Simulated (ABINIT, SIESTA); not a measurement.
A SIESTA input for a self-consistent single point of MoSi₂ (I4/mmm, 3 atoms in the cell) (DFT, GGA PBE, numerical atomic orbitals DZP, PseudoDojo PBE standard norm-conserving potentials (rewritten from UPF to PSML)):

```
# files in the folder: Si.psml Mo.psml (PseudoDojo PBE standard)
SystemName  MoSi2
SystemLabel siesta

NumberOfAtoms                3
NumberOfSpecies              2
%block ChemicalSpeciesLabel
  1 14 Si
  2 42 Mo
%endblock ChemicalSpeciesLabel
LatticeConstant              1.0 Ang
%block LatticeVectors
    -1.578999000    1.578999000    3.861415000
     1.578999000   -1.578999000    3.861415000
     1.578999000    1.578999000   -3.861415000
%endblock LatticeVectors
AtomicCoordinatesFormat      Bohr
%block AtomicCoordinatesAndAtomicSpecies
    -0.000000000    0.000000000    9.705032349  1
    -0.000000000    0.000000000    4.889001258  1
     0.000000000    0.000000000    0.000000000  2
%endblock AtomicCoordinatesAndAtomicSpecies

XC.functional                GGA
XC.authors                   PBE
PAO.BasisSize                DZP
PAO.EnergyShift              0.005 Ry
MeshCutoff                   400 Ry
%block kgrid.MonkhorstPack
   15   0   0  0.0
    0  15   0  0.0
    0   0  15  0.0
%endblock kgrid.MonkhorstPack
OccupationFunction           FD
ElectronicTemperature        0.05 eV

MaxSCFIterations             150
SCF.Mixer.Method             Pulay
SCF.Mixer.Weight             0.25
SCF.Mixer.History            8
SCF.DM.Tolerance             1.0E-04
Diag.ParallelOverK           true
WriteForces                  true
Charge.Mulliken              end
```

Problem. Write the same calculation as an input for ABINIT.

Solution. One input that does it (others would too):

```
# MoSi2, PseudoDojo nc-sr-05 PBE standard
pp_dirpath "./"
pseudos "Si.upf, Mo.upf"
acell 8.4293227576 8.4293227576 8.4293227576
rprim
        -0.3539875915    0.3539875915    0.8656705898
         0.3539875915   -0.3539875915    0.8656705898
         0.3539875915    0.3539875915   -0.8656705898
natom 3
ntypat 2
znucl 14 42
typat 1 1 2
xcart
         0.0000000000    0.0000000000    9.7050323487
         0.0000000000    0.0000000000    4.8890012584
         0.0000000000    0.0000000000    0.0000000000
ecut 40
ixc 11
occopt 3
tsmear 0.05 eV
nband 16
kptopt 1
ngkpt 15 15 15
nshiftk 1
shiftk 0 0 0
nstep 50
toldfe 1.0e-09
prtwf 0
prtden 0
enunit 2
```

Basis settings and potentials, where a program has them, do not carry over. This input uses DFT, PBE, plane waves, norm-conserving pseudopotentials (PseudoDojo nc-sr-05 PBE standard).

The starting cell has typed, rounded lattice constants, without a prior relaxation at this level. Its lattice was rescaled by a random factor within 2.5 % of one.
